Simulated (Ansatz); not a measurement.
Results of revPBE (Ansatz, a first-principles code, plane waves, PAW) for Al₂Cu (I4/mcm, No. 140).

Numerical settings: plane-wave cutoff 520 eV, 14×14×14 k mesh, Fermi–Dirac smearing 0.05 eV, no spin polarisation, scalar-relativistic PAW data made under PBE.

Computed at the level's own relaxed cell.

Predict the lattice constant a, bulk modulus B0, c axis length, volume per atom and pressure derivative B′ of the bulk modulus.


- lattice constant a: 6.093 Å
- bulk modulus B0: 95.6 GPa
- c axis length: 4.905 Å
- volume per atom: 15.18 Å³/atom
- pressure derivative B′ of the bulk modulus: 4.5

The run finds no gap.

Note: the bulk modulus comes from volumes at which shape and atoms were relaxed.

The result took roughly 15 core-minutes.
